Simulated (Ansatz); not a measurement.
Results of PBEsol (Ansatz, a first-principles code, PAW) for CdCl₂ (within 0.1 Å of P-3m1, No. 164, 3 atoms in the cell; start mp-695850; another space group than a measured phase of this formula).

Settings: plane-wave cutoff 500 eV, 12×12×6 k mesh (along the axes of the cell as run), gaussian smearing 0.02 eV, scalar-relativistic PAW data made under PBE.

Cell (relaxed at this level):

Space group P-3m1 (No. 164); a = b = 3.8182 Å, c = 6.3138 Å, α = β = 90.00°, γ = 120.00°

```csv
atom,site,symmetry,x,y,z
Cd,1a,-3m.,0.0000,0.0000,0.0000
Cl,2d,3m.,0.3333,0.6667,0.2262
```

Q: Give the computed band gap.

A: 
band gap: 3.64 eV (on the SCF k mesh)

Note: the cell has widely spaced layers and the level no dispersion term, so their spacing and the moduli can rest on weak binding.

Spin–orbit coupling is not included.

Static lattice: no zero-point or thermal effects.

Computing time: very roughly 17 core-minutes.

A start named mp-… is a Materials Project structure, which need not be a measured phase.
